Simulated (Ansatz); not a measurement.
**Cubic perovskite CsSrF₃**

The numbers are results of HSE06 in Ansatz (PAW), not measurements.

Numerical settings: plane-wave cutoff 460 eV, 6×6×6 k mesh, Fermi–Dirac smearing 0.01 eV, scalar-relativistic PAW data made under PBE.

Cell (relaxed at this level):

```cif
data_CsF3Sr
_chemical_formula_sum 'Cs1 Sr1 F3'
_space_group_name_H-M_alt 'Pm-3m'
_space_group_IT_number 221
_space_group_name_Hall '-P 4 2 3'
_cell_length_a 4.78873
_cell_length_b 4.78873
_cell_length_c 4.78873
_cell_angle_alpha 90.000
_cell_angle_beta 90.000
_cell_angle_gamma 90.000
loop_
_atom_site_label
_atom_site_type_symbol
_atom_site_symmetry_multiplicity
_atom_site_Wyckoff_symbol
_atom_site_fract_x
_atom_site_fract_y
_atom_site_fract_z
_atom_site_occupancy
Cs1 Cs 1 a 0.00000 0.00000 0.00000 1
Sr1 Sr 1 b 0.50000 0.50000 0.50000 1
F1 F 3 c 0.00000 0.50000 0.50000 1
```

```yaml
bulk modulus B0: 41.5 GPa
band_gap: 8.32 eV (on the SCF k mesh)
pressure derivative B′ of the bulk modulus: 4.8
```

Note: the relaxation could not lower the start's symmetry, so the cell can be a saddle point above a distorted one.

Spin–orbit coupling is not included.

Computed values are for the static lattice.

Ansatz is a first-principles code.
